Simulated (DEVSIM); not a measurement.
Device: Pt/Al2O3/SiO2/p-Si capacitor, at 250 K.

Layer 1 from the left is Al2O3, thickness (nm) 21.0. Layer 2 from the left is SiO2, thickness (nm) 0.510. Layer 3 from the left is Si, thickness (nm) 9100, Na (cm⁻³) 4e15.

Metal gate on the left, work function 5.6 eV. Fixed charge at the semiconductor interface -4.9e11 cm⁻² (in units of +e); no interface traps.

The device is made up for the run: typed textbook-type constants, with dimensions and the other settings drawn at random. Values at 300 K; Nc and Nv go as T^1.5, mobilities as T to minus their exponent, the gap by Varshni's rule with the affinity fixed.

Al2O3: gap (eV) 6.8, affinity (eV) 1.35, permittivity 9. SiO2: gap (eV) 9, affinity (eV) 0.9, permittivity 3.9. Si: gap (eV) 1.124, affinity (eV) 4.05, permittivity 11.7, Nc (cm⁻³) 2.86e19, Nv (cm⁻³) 3.1e19, Varshni α (eV/K) 0.000473, Varshni β (K) 636.

Problem. Estimate by hand the flat-band voltage, the threshold voltage, and compare with a numerical solution.

Solution. 
- Flat-band voltage: C = 0.359 μF/cm², work-function difference 0.601 V; VFB = φms − qNf/C = 0.82 V; numerical 0.82 V.
- Threshold voltage: φF = 0.382 V, depletion charge √(4εqNφF) = 3.18e-8 C/cm²; VT = VFB + 2φF + Qd/C = 1.67 V; numerical 1.67 V.

Simulated with DEVSIM: 1D Poisson equation in equilibrium, Boltzmann statistics, complete ionisation; no quantum confinement or tunnelling. Metal contacts follow the ideal Schottky-Mott rule: no Fermi-level pinning, no interface dipoles.
